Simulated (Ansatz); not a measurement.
A self-consistent single point of Sb (R-3m, 2 atoms in the cell) with Ansatz (a quantum-chemistry and plane-wave program).

Method of the run: PBEsol, default PAW files made with PBE (plane waves; Ansatz).

```yaml
crystal:
  lattice:
    - [2.15987, 1.24700, 3.79962]
    - [-2.15987, 1.24700, 3.79962]
    - [0.00000, -2.49400, 3.79962]
  atoms:
    - { symbol: Sb, position: [0.26826, 0.26826, 0.26826] }
    - { symbol: Sb, position: [0.73174, 0.73174, 0.73174] }
```

Reference input (self-consistent single point, DFT, PBE, plane waves, default PAW files): basis.ecutwfc = 420 eV; kpoints.mp_grid.grid = 6 6 6; hamiltonian.xc = pbe; hamiltonian.pseudopotentials = {kind: paw} (the program's default PAW files); scf.occupations.method = fermi_dirac; scf.occupations.width = 0.1 eV. This run's input differs from it in these lines:

Ansatz 0.2 input:
```diff
@@ -15,3 +15,3 @@
 hamiltonian:
-  xc: pbe
+  xc: pbesol
   pseudopotentials:
```

The program printed (abridged):

```
SCF iter   1: F=—  HF=-12816.187621 eV  |F-HF|=—  |Δ(HF+E_count)|=         —  Δρ=2.51e-3  dr2=2.27e-3  ethr=1.77e-3  ⟨swp⟩=5.9  Hψ=3070  notcnv=0
all-band conjugate gradients solve this SCF's bands
preconditioner: auto → Kerker (q_TF=auto, 2.421 Å⁻¹)
SCF iter   2: F=—  HF=-12816.185560 eV  |F-HF|=—  |Δ(HF+E_count)|=   2.06e-3  Δρ=1.65e-3  dr2=1.06e-3  ethr=7.56e-6  ⟨swp⟩=2.7  Hψ=1260  notcnv=0
SCF iter   3: F=—  HF=-12816.185393 eV  |F-HF|=—  |Δ(HF+E_count)|=   1.67e-4  Δρ=7.10e-4  dr2=1.63e-4  ethr=3.53e-6  ⟨swp⟩=2.0  Hψ=1089  notcnv=0
SCF iter   4: F=—  HF=-12816.185283 eV  |F-HF|=—  |Δ(HF+E_count)|=   1.10e-4  Δρ=1.68e-4  dr2=2.65e-5  ethr=5.43e-7  ⟨swp⟩=2.0  Hψ=1089  notcnv=0
SCF iter   5: F=—  HF=-12816.185281 eV  |F-HF|=—  |Δ(HF+E_count)|=   1.56e-6  Δρ=5.54e-5  dr2=4.10e-6  ethr=8.82e-8  ⟨swp⟩=1.0  Hψ=608  notcnv=0
SCF iter   6: F=—  HF=-12816.185282 eV  |F-HF|=—  |Δ(HF+E_count)|=   1.44e-7  Δρ=2.19e-5  dr2=3.72e-7  ethr=1.37e-8  ⟨swp⟩=2.7  Hψ=776  notcnv=0
SCF iter   7: F=-12816.185281 eV  HF=-12816.185282 eV  |F-HF|=6.36e-8  |Δ(HF+E_count)|=   7.49e-9  Δρ=1.33e-5  dr2=7.21e-8  ethr=3.33e-10  ⟨swp⟩=6.0  Hψ=2640  notcnv=0
SCF 1 converged in 7 iterations: F = -12816.185281 eV  dr2 = 7.21e-8
Free energy (F): -12816.185281 eV
Internal energy: -12816.176499 eV  (E = F + TS)
E sigma→0 (E₀):  -12816.180890 eV
Entropy (-TS):   -0.008783 eV (-4.391 meV/atom)
Fermi energy:    9.697565 eV
--- Forces (eV/Å), atoms counted from 1 ---
  atom   1  Sb     0.00000000     0.00000001    -0.14463950
  atom   2  Sb     0.00000000    -0.00000001     0.14463950
--- Stress (GPa, compression-positive) ---
       -0.172438       0.000000      -0.000000
        0.000000      -0.172438       0.000000
        0.000000       0.000000      -0.416457
  P = ⅓ Tr σ = -0.2538 GPa (-2.538 kbar)
  The stress holds the Pulay correction. Without it, at fixed plane waves, as pw.x and ABINIT print it: P = -0.2881 GPa
```

The run converged in 7 iterations. Against the reference run the pressure goes from 2.37 to -0.25 GPa and the largest force goes from 0.208 to 0.145 eV/Å.

The starting cell comes from a database of computed structures (which also holds hypothetical and non-ambient phases and stackings), without a prior relaxation at this level. Its lattice was rescaled by a random factor within 2.5 % of one. Ansatz's pressure includes its estimate of the finite-basis (Pulay) stress.
